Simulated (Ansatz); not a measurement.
An Ansatz (an electronic-structure program) run: MoS2 with a change (uniaxial strain ε_xx = +1.05 %); PBEsol-D3(BJ)/PAW in Ansatz, without spin-orbit coupling.

Input:

Ansatz 0.2 input:
```yaml
crystal:
  lattice:
    - [1.5741588101, 0.8993973407, 5.785450463]
    - [-1.5741588101, 0.8993973407, 5.785450463]
    - [0, -1.7987946814, 5.785450463]
  atoms:
    - { symbol: Mo, position: [0.0000389613, 0.0000389613, 0.0000389613] }
    - { symbol: S, position: [0.75647186, 0.75647186, 0.75647186] }
    - { symbol: S, position: [0.5767891788, 0.5767891788, 0.5767891788] }
basis: { ecutwfc: 420, ecutrho_ratio: 4, xc_grid: 2, fft_grid_basis: typed }
kpoints: { mp_grid: { grid: [12, 12, 12] } }
hamiltonian:
  xc: pbesol
  dispersion: d3bj
  pseudopotentials: { kind: paw }
scf: { occupations: { method: fermi_dirac, width: 0.05 }, convergence: { dr2_threshold: 0.0000000003 } }
relax: { f_tol: 0.005, max_steps: 50 }
output: { forces: true, stress: true }
checkpoint: { write: state.ck, write_every: 1000 }
```

Output (explanatory and most iteration lines left out):

```
Relaxation: its limit of steps is 50 (relax.max_steps)
Pseudopotential: Mo, paw, valence charge 14
Pseudopotential: S, paw, valence charge 6
Crystal: 3 atoms, lattice volume = 49.146 Å³
Basis set: ecut = 420 eV, 963 PW (Γ), exchange–correlation on 90×90×90 points (8 copies of the dense FFT grid, shifted against one another)
Bands: 17, of which v1, the nominal top of the filled ones, is band 13 counted from 1 (12 counted from 0)
Symmetry: 2 space group operations
Space group: Cm (ITA 8), of the structure as read, at distance tolerance 3.7e-5 Å
k-points: 476 of 1728 (time reversal used)
Functional: x = pbesol(κ = 0.804, μ = 0.12345679012345678), c = pbesol(β = 0.046)
SCF iter   1: F=—  HF=-6671.325793 eV  |F-HF|=—  |Δ(HF+E_count)|=         —  Δρ=6.56e-3  dr2=1.01e-2  ethr=1.77e-3  ⟨swp⟩=5.9  Hψ=44171  notcnv=0
SCF iter   2: F=—  HF=-6671.327474 eV  |F-HF|=—  |Δ(HF+E_count)|=   1.68e-3  Δρ=3.29e-3  dr2=2.92e-3  ethr=3.87e-5  ⟨swp⟩=2.6  Hψ=16351  notcnv=0
SCF 1 converged in 8 iterations: F = -6671.328484 eV  dr2 = 2.17e-11
relax step   1: F+E_penalty+E_count = -6671.32848424 eV  Δ(F+E_penalty+E_count) = +0.000e0 eV  max|allowed force component| = 1.080e-1 eV/Å  Δτ_max = 0.0000 Å  (8 SCF iters, accepted)
Crystal: 3 atoms, lattice volume = 49.146 Å³
SCF iter   1: F=—  HF=-6671.329191 eV  |F-HF|=—  |Δ(HF+E_count)|=         —  Δρ=6.25e-4  dr2=1.55e-4  ethr=5.79e-7  ⟨swp⟩=2.0  Hψ=31028  notcnv=0
SCF iter   2: F=—  HF=-6671.329146 eV  |F-HF|=—  |Δ(HF+E_count)|=   4.50e-5  Δρ=2.52e-4  dr2=2.20e-5  ethr=5.79e-7  ⟨swp⟩=2.2  Hψ=11351  notcnv=0
SCF 2 converged in 6 iterations: F = -6671.329090 eV  dr2 = 1.42e-10
relax step   2: F+E_penalty+E_count = -6671.32909010 eV  Δ(F+E_penalty+E_count) = -6.059e-4 eV  max|allowed force component| = 4.761e-2 eV/Å  Δτ_max = 0.0077 Å  (6 SCF iters, accepted)
Crystal: 3 atoms, lattice volume = 49.146 Å³
SCF iter   1: F=—  HF=-6671.329249 eV  |F-HF|=—  |Δ(HF+E_count)|=         —  Δρ=1.68e-4  dr2=1.18e-5  ethr=4.68e-7  ⟨swp⟩=2.2  Hψ=20917  notcnv=0
SCF iter   2: F=—  HF=-6671.329250 eV  |F-HF|=—  |Δ(HF+E_count)|=   5.96e-7  Δρ=6.70e-5  dr2=1.81e-6  ethr=4.56e-8  ⟨swp⟩=2.7  Hψ=15333  notcnv=0
SCF 3 converged in 6 iterations: F = -6671.329193 eV  dr2 = 1.37e-11
relax step   3: F+E_penalty+E_count = -6671.32919298 eV  Δ(F+E_penalty+E_count) = -1.029e-4 eV  max|allowed force component| = 3.625e-3 eV/Å  Δτ_max = 0.0022 Å  (6 SCF iters, accepted)
SCF converged after 6 iterations
Free energy (F): -6671.329193 eV
Internal energy: -6671.329172 eV  (E = F + TS)
E sigma→0 (E₀):  -6671.329182 eV
Entropy (-TS):   -0.000021 eV (-0.007 meV/atom)
Fermi energy:    12.825751 eV
  E_disp       = -1.204604  (pairwise vdW)
--- Forces (eV/Å), atoms counted from 1 ---
  atom   1  Mo     0.00000000     0.00362483    -0.00032762
  atom   2  S      0.00000000    -0.00160417     0.00115351
  atom   3  S      0.00000000    -0.00202062    -0.00082593
--- Stress (GPa, compression-positive) ---
       -2.599458       0.000000       0.000000
        0.000000      -0.646182      -0.087689
        0.000000      -0.087689      -0.236847
  P = ⅓ Tr σ = -1.1608 GPa (-11.608 kbar)
--- Relaxed structure (3 steps of the walk, 3 accepted, 0 SCFs on fresh bases) ---
  atoms:
    - { symbol: Mo, position: [0.00046936436912884316, 0.00046936436912884316, -0.0008301280020280511] }
    - { symbol: S, position: [0.7560106503278845, 0.7560106503278845, 0.7564841090681805] }
    - { symbol: S, position: [0.5768199854029867, 0.5768199854029867, 0.5776460190338476] }
```

Whether these cells are dynamically stable was not tested. The cell was made from MoS2 in the 3R-MoS2 type structure (space group R3m, No. 160; layered, stacked along the Cartesian z axis) by this change: uniaxial strain ε_xx = +1.05 %.
